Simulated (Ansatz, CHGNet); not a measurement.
For BeTe (model structure, started from the NiAs type, P6₃/mmc, No. 194, 4 atoms in the cell), the machine-learned potential CHGNet-r²SCAN (trained on r²SCAN data) gives:

| Property | Result |
|---|---|
| equilibrium lattice constant a | 3.959 Å |
| lattice parameter c | 6.114 Å |

Question: What does r²SCAN+rVV10 (Ansatz, a first-principles code, PAW) give for the same quantities?

Answer: 
- lattice constant a: 3.846 Å (falls by 2.9 %)
- lattice parameter c: 5.998 Å (decreases by 1.9 %)

Changes are worked out from the printed values.

Unless a cell is named, each level is at its own relaxed cell (CHGNet-r²SCAN 20.75, r²SCAN+rVV10 19.20 Å³/atom).

Ansatz's density-functional and Hartree–Fock values are scalar-relativistic unless marked +SOC, with PAW data made under PBE.

A model structure was made by putting elements into a prototype or built by hand; it is no filed structure, need not be a known phase, and can be a saddle point held by its symmetry.
